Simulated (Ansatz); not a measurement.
The reference is Si in the diamond structure (space group Fd-3m, No. 227; a = 5.402 Å). Axes: x, y, z lie along the cube axes.

The values are results of plane-wave PAW DFT at the LDA level (Ansatz, a program for electronic structure, 420 eV), scalar-relativistic without spin-orbit coupling, not measurements.

Perturbation: a pure shear with ε_xy = ε_yx = 0.0057, atoms relaxed at fixed cell.

Predict the stress tensor and what it implies for the stiffness.

Stress of the strained cell less that of the base (GPa, compression positive):
```
   0.01   -0.86    0.00
  -0.86    0.01    0.00
   0.00    0.00    0.00
```

Then −Δσ/γ with γ = 2ε = 0.0114 gives relaxed-ion elastic constants: C66 ≈ 75 GPa.

Whether these cells are dynamically stable was not tested.
